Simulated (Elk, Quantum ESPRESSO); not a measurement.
A Quantum ESPRESSO input for a self-consistent single point of Pb (Im-3m, 1 atom in the cell) (DFT, PBEsol, plane waves, PseudoDojo standard norm-conserving (PBESOL) pseudopotentials):

```fortran
&control
 calculation = 'scf',
 outdir = './work',
 pseudo_dir = './',
 verbosity = 'high',
 tprnfor = .true.,
 tstress = .true.,
/
&system
 ibrav = 0,
 celldm(1) = 6.3500365187,
 nat = 1,
 ntyp = 1,
 ecutwfc = 65,
 occupations = 'smearing',
 smearing = 'fermi-dirac',
 degauss = 0.0073499,
/
&electrons
 conv_thr = 1.0e-11,
/
ATOMIC_SPECIES
Pb   207.2000  Pb.upf
CELL_PARAMETERS alat
  -0.5773502692     0.5773502692     0.5773502692
   0.5773502692    -0.5773502692     0.5773502692
   0.5773502692     0.5773502692    -0.5773502692
ATOMIC_POSITIONS alat
Pb    0.0000000000    0.0000000000    0.0000000000
K_POINTS automatic
15 15 15  0 0 0
```

### Question
Write the same calculation as an input for Elk.

### Answer
This is the input that was run; spellings and numerical settings could be chosen otherwise.

```
tasks
  0

xctype
  22

rgkmax
  7.0

stype
  3

swidth
  0.00367493

avec
   -3.6661952934    3.6661952934    3.6661952934
    3.6661952934   -3.6661952934    3.6661952934
    3.6661952934    3.6661952934   -3.6661952934

sppath
  'species/'

atoms
  1   : nspecies
  'Pb.in'   : spfname
  1   : natoms; atposl, bfcmt below
  0.0000000000  0.0000000000  0.0000000000    0.0 0.0 0.0

ngridk
  15 15 15
```

Basis settings and potentials, where a program has them, do not carry over. This input uses DFT, PBEsol, all-electron FP-LAPW, Elk's shipped species files, default APW+lo basis.

The starting cell comes from a database of computed structures (which also holds hypothetical and non-ambient phases and stackings), without a prior relaxation at this level. For this run, on top of that: lattice scaled by 0.98.
